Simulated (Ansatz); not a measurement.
We consider SrMgF4 (Cmc2₁, No. 36, 12 atoms in the cell; start COD 7218677), described by r²SCAN (PAW; Ansatz, a quantum-chemistry and plane-wave program).

Numerical settings: plane-wave cutoff 560 eV, 10×10×6 k mesh (along the axes of the cell as run), Fermi–Dirac smearing 0.01 eV, scalar-relativistic PAW data made under PBE.

Cell (relaxed at this level):

MgSrF$_{4}$ has the orthorhombic space group Cmc2₁ (No. 36), Pearson symbol oS24. Cell: a = 3.9421 Å, b = 14.4034 Å, c = 5.6082 Å, α = β = γ = 90.00°. Sr on 4a is surrounded by 8 F at 2.448–2.730 Å and 1 F at 2.903 Å. Mg on 4a has 6 F at 1.941–2.017 Å (octahedral). F1 on 4a is surrounded by 2 Mg at 1.975 Å and 1 Sr at 2.611 Å. F2 on 4a sees 1 Mg at 2.004 Å and 3 Sr at 2.448–2.512 Å. F3 on 4a sees 2 Mg at 1.941–2.017 Å and 2 Sr at 2.730 Å. F4 on 4a sees 1 Mg at 1.947 Å and 2 Sr at 2.482 Å and 1 Sr at 2.903 Å (tetrahedral). (Neighbours: up to the widest gap in distance over summed covalent radii, below 1.35, at either atom; cation-cation and far metal-metal contacts left out.)
(The calculation used a cell of 12 atoms; values per cell refer to that cell.)

Problem. What does this level give for the band gap and smallest direct gap on the k points sampled?

Solution. 
- band gap = 7.75 eV
- smallest direct gap on the k points sampled = 7.79 eV

Spin–orbit coupling is not included.

Static lattice: no zero-point or thermal effects.
